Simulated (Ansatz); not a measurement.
**TiC (model structure, started from the NiAs type, P6₃/mmc, No. 194, 4 atoms in the cell): properties by level of theory**

| level (code) | lattice constant a (Å) | c axis length (Å) |
|---|---|---|
| PBE (Ansatz) | 3.042 | 5.381 |
| PBEsol (Ansatz) | 3.012 | 5.341 |
| PBE-D3(BJ) (Ansatz) | 3.011 | 5.340 |

Ansatz's density-functional and Hartree–Fock values are scalar-relativistic unless marked +SOC, with PAW data made under PBE.

Static lattice: no zero-point or thermal effects.

A model structure was made by putting elements into a prototype or built by hand; it is no filed structure, need not be a known phase, and can be a saddle point held by its symmetry.

Ansatz is an electronic-structure program.
